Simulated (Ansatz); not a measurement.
Consider Sr3SbN in the anti-perovskite structure (space group Pm-3m, No. 221; a = 5.131 Å; a cell from a computed database, its experimental status unchecked). Axes: x, y, z lie along the cube axes.

It is then changed as follows: tensile biaxial strain of 4.76 % in the plane normal to [110], as in epitaxy on a mismatched substrate; the out-of-plane cell vector and the atoms relax.

Levels (all Ansatz, a quantum-chemistry and plane-wave program, PAW): PBEsol (420 eV, no spin-orbit coupling); r2SCAN (500 eV, no SOC); HSE06 (420 eV, no spin-orbit coupling).

At the geometry relaxed with PBEsol, these levels gave the following band gaps, in shuffled order: (a) 0.84 eV, (b) 0.46 eV, (c) 0.12 eV.

Problem. Match each gap to its level.

Solution. (a) HSE06; (b) r2SCAN; (c) PBEsol.

Single points use the geometry relaxed with PBEsol. With Sb present, leaving out spin-orbit coupling can change the band edges. Stability against distortions was not tested. A zero or small gap of Sr3SbN can be the functional's error rather than a property of the material.
